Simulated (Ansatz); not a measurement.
Results of PBEsol (Ansatz, a quantum-chemistry and plane-wave program, PAW) for SnO2 (Pbcn, No. 60, 36 atoms in the cell; start mp-555487; a measured phase of this formula has another space group).

Excerpt of the program's output:

```
Crystal: 36 atoms, lattice volume = 435.120 Å³
Basis set: ecut = 520 eV, 11695 PW (Γ), exchange–correlation on 72×90×240 points (8 copies of the dense FFT grid, shifted against one another)
Bands: 192, of which v1, the nominal top of the filled ones, is band 156 counted from 1 (155 counted from 0)
Symmetry: 8 space group operations
Space group: Pbcn (ITA 60), of the structure as read, at distance tolerance 7.6e-5 Å
k-points: 32 of 72
Functional: x = pbesol(κ = 0.804, μ = 0.12345679012345678), c = pbesol(β = 0.046)
SCF iter   1: F=—  HF=-84858.526475 eV  |F-HF|=—  |Δ(HF+E_count)|=         —  Δρ=1.61e-2  dr2=9.13e-1
SCF iter   2: F=—  HF=-84858.273406 eV  |F-HF|=—  |Δ(HF+E_count)|=   2.53e-1  Δρ=2.90e-3  dr2=1.52e-2
  ...
SCF iter   9: F=—  HF=-84858.270484 eV  |F-HF|=—  |Δ(HF+E_count)|=   4.47e-9  Δρ=1.21e-6  dr2=5.76e-9
SCF iter  10: F=-84858.270484 eV  HF=-84858.270484 eV  |F-HF|=3.35e-10  |Δ(HF+E_count)|=   3.87e-9  Δρ=2.81e-7  dr2=3.94e-10
SCF 1 converged in 10 iterations: F = -84858.270484 eV  dr2 = 3.94e-10
SCF converged after 10 iterations
Free energy (F): -84858.270484 eV
  ...
  atom  12  Sn     0.00000000    -0.00216439    -0.00000000
  atom  13  O      0.00048870    -0.00053457    -0.00005235
  atom  14  O     -0.00048870     0.00053457     0.00005235
  atom  15  O     -0.00048870     0.00053457    -0.00005235
  atom  16  O      0.00048870    -0.00053457     0.00005235
  atom  17  O      0.00048870     0.00053457     0.00005235
  atom  18  O     -0.00048870    -0.00053457    -0.00005235
  atom  19  O     -0.00048870    -0.00053457     0.00005235
  atom  20  O      0.00048870     0.00053457    -0.00005235
  atom  21  O     -0.00177626    -0.00067631     0.00080538
  atom  22  O      0.00177626     0.00067631    -0.00080538
  atom  23  O      0.00177626     0.00067631     0.00080538
  atom  24  O     -0.00177626    -0.00067631    -0.00080538
  atom  25  O     -0.00177626     0.00067631    -0.00080538
  atom  26  O      0.00177626    -0.00067631     0.00080538
  atom  27  O      0.00177626    -0.00067631    -0.00080538
  atom  28  O     -0.00177626     0.00067631     0.00080538
  atom  29  O      0.00300784     0.00272127    -0.00008461
  atom  30  O     -0.00300784    -0.00272127     0.00008461
  atom  31  O     -0.00300784    -0.00272127    -0.00008461
  atom  32  O      0.00300784     0.00272127     0.00008461
  atom  33  O      0.00300784    -0.00272127     0.00008461
  atom  34  O     -0.00300784     0.00272127    -0.00008461
  atom  35  O     -0.00300784     0.00272127     0.00008461
  atom  36  O      0.00300784    -0.00272127    -0.00008461
--- Stress (GPa, compression-positive) ---
        0.010541       0.000000       0.000000
        0.000000       0.004681      -0.000000
        0.000000      -0.000000       0.009046
  P = ⅓ Tr σ = 0.0081 GPa (0.081 kbar)
```

Write an input file that could have produced this run (the log leaves some choices open).

Several could match; the one computed here: 
Ansatz 0.2 input:
```yaml
crystal:
  lattice:
    - [4.7278863689, 0.0, 0.0]
    - [0.0, 5.7714965262, 0.0]
    - [0.0, 0.0, 15.9460797132]
  atoms:
    - { symbol: Sn, position: [0.9971383189, 0.3474051884, 0.4159658634] }
    - { symbol: Sn, position: [0.0028616811, 0.6525948116, 0.5840341366] }
    - { symbol: Sn, position: [0.5028616811, 0.1525948116, 0.9159658634] }
    - { symbol: Sn, position: [0.4971383189, 0.8474051884, 0.0840341366] }
    - { symbol: Sn, position: [0.4971383189, 0.1525948116, 0.5840341366] }
    - { symbol: Sn, position: [0.5028616811, 0.8474051884, 0.4159658634] }
    - { symbol: Sn, position: [0.0028616811, 0.3474051884, 0.0840341366] }
    - { symbol: Sn, position: [0.9971383189, 0.6525948116, 0.9159658634] }
    - { symbol: Sn, position: [0.0, 0.0282623137, 0.25] }
    - { symbol: Sn, position: [0.0, 0.9717376863, 0.75] }
    - { symbol: Sn, position: [0.5, 0.4717376863, 0.75] }
    - { symbol: Sn, position: [0.5, 0.5282623137, 0.25] }
    - { symbol: O, position: [0.2138903962, 0.9273521238, 0.8618210119] }
    - { symbol: O, position: [0.7861096038, 0.0726478762, 0.1381789881] }
    - { symbol: O, position: [0.2861096038, 0.5726478762, 0.3618210119] }
    - { symbol: O, position: [0.7138903962, 0.4273521238, 0.6381789881] }
    - { symbol: O, position: [0.7138903962, 0.5726478762, 0.1381789881] }
    - { symbol: O, position: [0.2861096038, 0.4273521238, 0.8618210119] }
    - { symbol: O, position: [0.7861096038, 0.9273521238, 0.6381789881] }
    - { symbol: O, position: [0.2138903962, 0.0726478762, 0.3618210119] }
    - { symbol: O, position: [0.2717785482, 0.1989222485, 0.6945781509] }
    - { symbol: O, position: [0.7282214518, 0.8010777515, 0.3054218491] }
    - { symbol: O, position: [0.2282214518, 0.3010777515, 0.1945781509] }
    - { symbol: O, position: [0.7717785482, 0.6989222485, 0.8054218491] }
    - { symbol: O, position: [0.7717785482, 0.3010777515, 0.3054218491] }
    - { symbol: O, position: [0.2282214518, 0.6989222485, 0.6945781509] }
    - { symbol: O, position: [0.7282214518, 0.1989222485, 0.8054218491] }
    - { symbol: O, position: [0.2717785482, 0.8010777515, 0.1945781509] }
    - { symbol: O, position: [0.7092264209, 0.1242226498, 0.4708461124] }
    - { symbol: O, position: [0.2907735791, 0.8757773502, 0.5291538876] }
    - { symbol: O, position: [0.7907735791, 0.3757773502, 0.9708461124] }
    - { symbol: O, position: [0.2092264209, 0.6242226498, 0.0291538876] }
    - { symbol: O, position: [0.2092264209, 0.3757773502, 0.5291538876] }
    - { symbol: O, position: [0.7907735791, 0.6242226498, 0.4708461124] }
    - { symbol: O, position: [0.2907735791, 0.1242226498, 0.0291538876] }
    - { symbol: O, position: [0.7092264209, 0.8757773502, 0.9708461124] }
basis:
  ecutwfc: 520
  ecutrho_ratio: 4
  xc_grid: 2
kpoints:
  mp_grid: { grid: [6, 6, 2] }
  band_path:
    path:
      - [0.0, 0.0, 0.0]
      - [0.083333, 0.0, 0.0]
      - [0.166667, 0.0, 0.0]
      - [0.25, 0.0, 0.0]
      - [0.333333, 0.0, 0.0]
      - [0.416667, 0.0, 0.0]
      - [0.5, 0.0, 0.0]
      - [0.5, 0.1, 0.0]
      - [0.5, 0.2, 0.0]
      - [0.5, 0.3, 0.0]
      - [0.5, 0.4, 0.0]
      - [0.5, 0.5, 0.0]
      - [0.416667, 0.5, 0.0]
      - [0.333333, 0.5, 0.0]
      - [0.25, 0.5, 0.0]
      - [0.166667, 0.5, 0.0]
      - [0.083333, 0.5, 0.0]
      - [0.0, 0.5, 0.0]
      - [0.0, 0.4, 0.0]
      - [0.0, 0.3, 0.0]
      - [0.0, 0.2, 0.0]
      - [0.0, 0.1, 0.0]
      - [0.0, 0.0, 0.5]
      - [0.083333, 0.0, 0.5]
      - [0.166667, 0.0, 0.5]
      - [0.25, 0.0, 0.5]
      - [0.333333, 0.0, 0.5]
      - [0.416667, 0.0, 0.5]
      - [0.5, 0.0, 0.5]
      - [0.5, 0.1, 0.5]
      - [0.5, 0.2, 0.5]
      - [0.5, 0.3, 0.5]
      - [0.5, 0.4, 0.5]
      - [0.5, 0.5, 0.5]
      - [0.416667, 0.5, 0.5]
      - [0.333333, 0.5, 0.5]
      - [0.25, 0.5, 0.5]
      - [0.166667, 0.5, 0.5]
      - [0.083333, 0.5, 0.5]
      - [0.0, 0.5, 0.5]
      - [0.0, 0.4, 0.5]
      - [0.0, 0.3, 0.5]
      - [0.0, 0.2, 0.5]
      - [0.0, 0.1, 0.5]
    npoints: 1
hamiltonian:
  xc: pbesol
  dispersion: none
  pseudopotentials: { kind: paw }
scf:
  occupations: { method: fermi_dirac, width: 0.01 }
  convergence: { dr2_threshold: 0.0000000036 }
output:
  forces: true
  stress: true
  eigenvalues: true
  write_bands: true
```

The PAW data were made under PBE.

A start named mp-… is a Materials Project structure, which need not be a measured phase.
